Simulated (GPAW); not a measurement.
Worked example: self-consistent single point of TiNbC₂ (R-3m, 4 atoms in the cell) in GPAW.

Method of the run: PBEsol, GPAW PAW datasets PBEsol (made by gpaw-setup) (plane waves; GPAW).

The change in words: lattice scaled by 0.98. Reference geometry:
```
TiNbC2
1.0
    1.56522     0.90368     5.09669
   -1.56522     0.90368     5.09669
    0.00000    -1.80736     5.09669
Ti Nb C
1 1 2
Cartesian
  0.00000   0.00000   7.64504
  0.00000   0.00000   0.00000
  0.00000   0.00000  11.50465
  0.00000   0.00000   3.78543
```

Reference input (self-consistent single point, DFT PBEsol, plane waves, GPAW PAW datasets PBEsol (made by gpaw-setup)): mode = pw; ecut = 900 eV; xc = PBEsol; kpts = 8 8 8; mesh shift (steps) = 0 0 0; occupations.name = methfessel-paxton; occupations.width = 0.05 eV; occupations.order = 0; nbands = -12; convergence.density = 1e-05 e/electron; convergence.energy = 1e-05 eV/electron; symmetry.symmorphic = false. This run's input differs from it in these lines:

```diff
@@ -5,9 +5,9 @@
 atoms = Atoms(['Ti', 'Nb', 'C', 'C'],
-              cell=[[1.565220, 0.903680, 5.096693],
-                    [-1.565220, 0.903680, 5.096693],
-                    [0.000000, -1.807360, 5.096693]],
-              positions=[[0.000000, 0.000000, 7.645040],
+              cell=[[1.533916, 0.885606, 4.994759],
+                    [-1.533916, 0.885606, 4.994759],
+                    [0.000000, -1.771213, 4.994759]],
+              positions=[[0.000000, -0.000000, 7.492139],
                          [0.000000, 0.000000, 0.000000],
-                         [0.000000, -0.000000, 11.504653],
-                         [-0.000000, -0.000000, 3.785426]],
+                         [0.000000, -0.000001, 11.274560],
+                         [-0.000000, -0.000000, 3.709717]],
               pbc=True)
```

Log, with long lists cut:

```
     iter     time        total  log10-change:
                         energy   eigst   dens
iter:   1 --:--:--   -47.280112
iter:   2 --:--:--   -45.246397   -1.19  -0.87
iter:   3 --:--:--   -40.843811   -0.62  -0.94
iter:   4 --:--:--   -40.945416   -2.36  -1.46
iter:   5 --:--:--   -40.941354   -2.45  -1.43
iter:   6 --:--:--   -40.789100   -2.22  -1.57
iter:   7 --:--:--   -40.795056   -2.68  -1.97
iter:   8 --:--:--   -40.788270   -3.24  -2.41
iter:   9 --:--:--   -40.787417   -4.16  -2.70
iter:  10 --:--:--   -40.787406   -5.85  -3.34
iter:  11 --:--:--   -40.787383c  -5.35  -3.38
iter:  12 --:--:--   -40.787365c  -5.86  -3.60
iter:  13 --:--:--   -40.787368c  -5.76  -3.80
iter:  14 --:--:--   -40.787365c  -7.37  -4.04
iter:  15 --:--:--   -40.787364c  -7.55c -4.09
iter:  16 --:--:--   -40.787364c  -8.13c -4.14
iter:  17 --:--:--   -40.787364c  -8.21c -4.15
iter:  18 --:--:--   -40.787362c  -7.37  -4.16
iter:  19 --:--:--   -40.787362c  -8.20c -4.48
iter:  20 --:--:--   -40.787362c  -8.00c -4.54
iter:  21 --:--:--   -40.787362c  -8.19c -4.62
iter:  22 --:--:--   -40.787362c  -7.85c -4.73
iter:  23 --:--:--   -40.787362c  -9.14c -5.19c
Converged after 23 iterations.

Dipole moment: (0.000000, 0.000003, 0.000003) |e|*Ang

Energy contributions relative to reference atoms: (reference = -129092.283576)

Kinetic:        +34.175477
Potential:      -38.863672
External:        +0.000000
XC:             -36.031842
Entropy (-ST):   -0.001809
Local:           -0.066421
SIC:             +0.000000
--------------------------
Free energy:    -40.788267
Extrapolated:   -40.787362

Showing only first 2 kpts
 Kpt  Band  Eigenvalues  Occupancy
  0    14     11.97422    2.00000
  0    15     12.04830    2.00000
  0    16     13.08110    0.00000
  0    17     13.08112    0.00000

  1    14      9.89369    2.00000
  1    15     10.16203    2.00000
  1    16     12.55282    0.37849
  1    17     13.72751    0.00000

Fermi level: 12.52168

No gap
No difference between direct/indirect transitions
Energy (eV): -40.787362

Forces in eV/Ang:
  0 Ti   -0.00000    0.00000   -0.00000
  1 Nb   -0.00000    0.00000    0.00000
  2 C     0.00000    0.00000   -0.12721
  3 C     0.00000   -0.00000    0.12721

Stress tensor:
    -0.052016     0.000000     0.000000
     0.000000    -0.052016    -0.000000
     0.000000    -0.000000    -0.053009
Stress (GPa, Voigt): [-8.3339 -8.3339 -8.493  -0.      0.      0.    ]
```

The run converged in 23 iterations. GPAW prints stress with tension positive. Against the reference run the free energy falls by 2.8 meV/atom and the largest force goes from 0.295 to 0.127 eV/Å.

At such cutoffs GPAW's stress carries a finite-basis (Pulay) error, which enters relaxed cells too; its log prints stress with tension positive.

The starting cell comes from a database of computed structures (which also holds hypothetical and non-ambient phases and stackings), without a prior relaxation at this level. For this run, on top of that: lattice scaled by 0.98. Spin polarisation is off.

Cost on one core of a shared machine: roughly 3 min.
